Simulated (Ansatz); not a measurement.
Band structure of Be₂Ag (Fd-3m, 6 atoms in the cell).

```yaml
crystal:
  lattice:
    - [0.00000, 3.26211, 3.26211]
    - [3.26211, 0.00000, 3.26211]
    - [3.26211, 3.26211, 0.00000]
  atoms:
    - { symbol: Be, position: [0.12500, 0.12500, 0.12500] }
    - { symbol: Be, position: [0.62500, 0.12500, 0.12500] }
    - { symbol: Be, position: [0.12500, 0.62500, 0.12500] }
    - { symbol: Be, position: [0.12500, 0.12500, 0.62500] }
    - { symbol: Ag, position: [0.75000, 0.75000, 0.75000] }
    - { symbol: Ag, position: [0.50000, 0.50000, 0.50000] }
```

Method: LDA (PW92), default PAW files made with PBE (plane waves; Ansatz, a quantum-chemistry and plane-wave program).

Settings: basis.ecutwfc = 420 eV; kpoints.mp_grid.grid = 7 7 7; hamiltonian.xc = lda; hamiltonian.pseudopotentials = {kind: paw} (the program's default PAW files); scf.occupations.method = methfessel_paxton; scf.occupations.width = 0.2 eV; kpoints.band_path.npoints = 6.

The starting cell was generated: these elements placed on a structure prototype, without a prior relaxation; it need not be a known phase or ordering of this composition. Its lattice was rescaled by a random factor within 2.5 % of one.

Levels in eV from the Fermi level, bands 20 to 27:
```json
[
 {"point": "Γ", "20": "-3.00", "21": "0.52", "22": "0.52", "23": "0.52", "24": "2.52", "25": "3.22", "26": "3.22", "27": "3.22"},
 {"point": "X", "20": "-4.05", "21": "-2.98", "22": "-2.98", "23": "-1.42", "24": "-1.42", "25": "5.50", "26": "5.50", "27": "6.13"},
 {"point": "W", "20": "-3.98", "21": "-3.88", "22": "-3.88", "23": "0.26", "24": "0.26", "25": "3.40", "26": "3.40", "27": "6.41"},
 {"point": "K", "20": "-4.08", "21": "-3.86", "22": "-2.25", "23": "-1.53", "24": "0.84", "25": "3.82", "26": "4.05", "27": "5.50"},
 {"point": "L", "20": "-4.21", "21": "-2.35", "22": "-0.60", "23": "-0.60", "24": "1.80", "25": "1.80", "26": "3.28", "27": "5.50"},
 {"point": "U", "20": "-4.08", "21": "-3.86", "22": "-2.25", "23": "-1.53", "24": "0.84", "25": "3.82", "26": "4.05", "27": "5.50"}
]
```

Bands cross the Fermi level along this path, so the cell is metallic at this level.

Keys are those of Ansatz 0.2.
